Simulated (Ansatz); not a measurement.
We consider Al12W (Im-3, No. 204), described by PBEsol (Ansatz, an electronic-structure program, plane waves, PAW).

Run with plane-wave cutoff 520 eV, 10×10×10 k mesh, Fermi–Dirac smearing 0.05 eV, no spin polarisation, scalar-relativistic PAW data made under PBE.

Computed at the level's own relaxed cell.

Question: What does this level give for the lattice parameter a?

Answer: 
* **lattice parameter a**: 7.538 Å

The run finds no gap.

Spin–orbit coupling is not included.

Static lattice: no zero-point or thermal effects.

The result took very roughly 5 core-minutes.
